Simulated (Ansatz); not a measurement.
The starting structures come from a database of crystals and need not be the phases stable at ambient conditions.

 Where the default PAW files enter, the runs use the earlier of Ansatz's two default sets.

Inside the gap of an insulator the Bloch states are evanescent, with a wavenumber k + iκ along the transport direction.

Here is the system:

```xyz
16
Lattice="6.1521 0.0000 0.0000 0.0000 6.4698 0.0000 0.0000 0.0000 7.4030" Properties=species:S:1:pos:R:3 pbc="T T T"
Zn     0.0038     1.0142     3.7015
Zn     3.0798     5.4556     0.0000
Cu     3.0389     2.1192     5.5253
Cu     6.1149     4.3506     5.5792
Cu     3.0389     2.1192     1.8777
Cu     6.1149     4.3506     1.8238
Ge     3.0741     5.3739     3.7015
Ge     6.1501     1.0959     0.0000
S      0.8209     5.3168     3.7015
S      3.8970     1.1531     0.0000
S      3.8208     1.0182     3.7015
S      0.7448     5.4517     0.0000
S      0.7637     2.1949     5.5889
S      3.8398     4.2749     5.5156
S      0.7637     2.1949     1.8141
S      3.8398     4.2749     1.8874
```

Space group of this cell: Pmn2_1. The cell is taken as given; by PBEsol its mean pressure is -1.0 GPa.

Transport runs along the normal of the first two printed cell vectors.

No gap correction and no spin-orbit coupling; mid-gap values are interpolated between computed energies.

Question: Estimate the band gap and the smallest decay constant κ at mid-gap that PBEsol (Ansatz, a program for electronic structure) returns for this system.

Answer: Gap 0.52 eV on a 6×6×4 mesh; κ = 0.065 1/Å, at the zone centre.
